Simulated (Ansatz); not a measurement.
The starting structures come from a database of crystals and need not be the phases stable at ambient conditions.

# Evanescent states of Tl$_{3}$VSe$_{4}$ (I-43m, not sure to be the ambient phase, 8 atoms a cell, 28.7 Å³ an atom) along the normal of (001)

The numbers are results of r2SCAN (plane waves, PAW; Ansatz, a quantum-chemistry and plane-wave program), not measurements.

No gap correction and no spin-orbit coupling; mid-gap values are interpolated between computed energies.

Energies count from the valence-band top; κ is the least over a 4×4 mesh across the current.

```csv
E (eV),κ (1/Å),where
0.05,0.098,off Γ
0.15,0.164,off Γ
0.25,0.205,off Γ
0.35,0.235,off Γ
0.45,0.256,off Γ
0.55,0.271,off Γ
0.65,0.279,off Γ
0.75,0.281,off Γ
0.85,0.280,off Γ
0.95,0.275,off Γ
1.05,0.268,off Γ
1.15,0.258,off Γ
1.25,0.246,off Γ
1.35,0.230,off Γ
1.45,0.209,off Γ
1.55,0.179,off Γ
1.65,0.126,off Γ
```

Problem. How thick must the barrier be to attenuate the transmission by 10^8 when the electrodes' Fermi level lies at 1.65 eV, and what attenuation does that film give at 0.35 eV?

Solution. d = 8 ln 10 / (2 × 0.126) = 73.1 Å. At 0.35 eV it gives 8 × 0.235/0.126 = 14.9 decades.
